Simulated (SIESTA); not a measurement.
Band structure of MnPd (P4/mmm, 2 atoms in the cell).

```yaml
crystal:
  lattice:
    - [3.00107, 0.00000, 0.00000]
    - [0.00000, 3.00107, 0.00000]
    - [0.00000, 0.00000, 3.34348]
  atoms:
    - { symbol: Mn, position: [0.00000, 0.00000, 0.00000], spin: 4.0 }
    - { symbol: Pd, position: [0.50000, 0.50000, 0.50000] }
```
(The spins are starting values, not results.)

Computed with LDA PW92, numerical atomic orbitals TZP, PseudoDojo LDA standard norm-conserving potentials (rewritten from UPF to PSML) (SIESTA).

Settings: XC.functional = LDA; XC.authors = PW92; potentials = PseudoDojo LDA standard; PAO.BasisSize = TZP; PAO.EnergyShift = 0.01 Ry; MeshCutoff = 300 Ry; kgrid.MonkhorstPack = 9 9 8; OccupationFunction = FD; ElectronicTemperature = 1160.45 K; Spin = polarized; DM.InitSpin = [1 +4.00, 2 +0.00]; MaxSCFIterations = 150; SCF.Mixer.Method = Broyden; SCF.Mixer.Weight = 0.1.

The starting cell comes from a database of computed structures (which also holds hypothetical and non-ambient phases and stackings), without a prior relaxation at this level. With one magnetic atom in the cell only a parallel order is possible. Values carry the incompleteness of an atom-centred basis.

Levels in eV from the Fermi level, bands 16 to 21 of the first spin channel:
| point | 16 | 17 | 18 | 19 | 20 | 21 |
|---|---|---|---|---|---|---|
| Γ | -1.53 | -0.92 | -0.75 | -0.75 | 5.85 | 9.78 |
| X | -2.35 | -2.33 | -1.91 | -0.35 | 0.06 | 13.35 |
| M | -1.38 | -0.49 | -0.49 | 0.49 | 0.49 | 6.41 |
| Z | -2.23 | -2.07 | -1.78 | -1.24 | -1.22 | 15.07 |
| R | -1.47 | -0.62 | -0.62 | -0.32 | -0.09 | 5.30 |
| A | -1.65 | -1.40 | -1.36 | 7.06 | 7.06 | 7.52 |

Bands cross the Fermi level along this path, so the cell is metallic at this level.

Higher empty bands are left out: an atom-centred basis made for the valence describes them poorly.

The net moment of the cell came out as 4.44 μB.
